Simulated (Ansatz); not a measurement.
Relaxation of the outer planes of the (101) surface of tetragonal MoSi2 in its 1x1 cell (cut with top plane Mo, bottom plane Mo), outermost plane spacing 1.00 Å in the ideal cut (one of several cuts of this face), with 1 Mo a cell over the bulk's ratio.

Computed with PBE (plane waves to 420 eV, PAW; Ansatz, an electronic-structure program).

Slab: 13 atoms, Mo5Si8, 11.9 Å thick at the start; k 12x9x1, smearing 0.1 eV, dipole-corrected; all atoms relaxed; held to the part of the start's symmetry that mesh and held atoms allow; no spin, no spin-orbit, no U.

```tsv
plane	atoms	bulk spacing to the next (Å)	relaxed spacing (Å)	change (%)	rumpling (Å)
1	Mo	0.998	…	…	0.00
2	Si	0.982	1.009	2.7	0.00
```

Task: Some entries are withheld; supply them.

Result: 
- 1, relaxed spacing (Å): 0.801
- 1, change (%): -19.7
